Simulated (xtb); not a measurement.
xtb 6.7.1, GFN1-xTB: Ta(NH)(F)2(OMe) (C[O][Ta](=[NH])([F])[F]), 10 atoms. The geometry is a generated start, not checked to be a minimum at this level.

* **method**: GFN1-xTB
* **--acc**: 1 (default)
* **--etemp (K)**: 300 (default)
* **detailed input (--input)**: none: ANC optimiser, Lindh (1995) Hessian, microcycle=20, maxdispl=1.0, hlow=0.01 (default)
* **basis functions**: 38
* **valence electrons**: 38

```xyz
10

Ta    -1.1398     0.1312     0.5891
N     -1.8930    -1.3771    -0.0189
H     -2.2217    -2.2451    -0.4148
F     -1.2025     0.0536     2.4925
F     -2.2818     1.5693     0.0790
O      0.5471     0.4586     0.0308
C      1.7952     0.3688    -0.5689
H      2.0182    -0.6739    -0.8231
H      1.8169     0.9693    -1.4852
H      2.5615     0.7452     0.1196
```

Charge 0 and multiplicity 1 are set for this test and not shown to be the ground state.

The structure is relaxed from this start with --opt LEVEL for the levels crude, sloppy, loose, lax, normal, tight, vtight, extreme, once each. Up to the end of the extreme run atoms move by at most 0.53 Å along an axis.

**Question.** What is the loosest level that ends within 5 meV of the extreme run, and how many cycles does it take?

**Answer.** lax: 12 cycles against 48, ending 1.8 meV above.

```tsv
level	cycles	energy above the extreme run (meV)	gradient norm (eV/Å)
crude	4	13	0.12
sloppy	4	13	0.12
loose	5	11	0.20
lax	12	1.8	0.042
normal	13	1.7	0.045
tight	25	0.46	0.0086
vtight	44	under 0.01	0.0024
extreme	48	—	0.0010
```
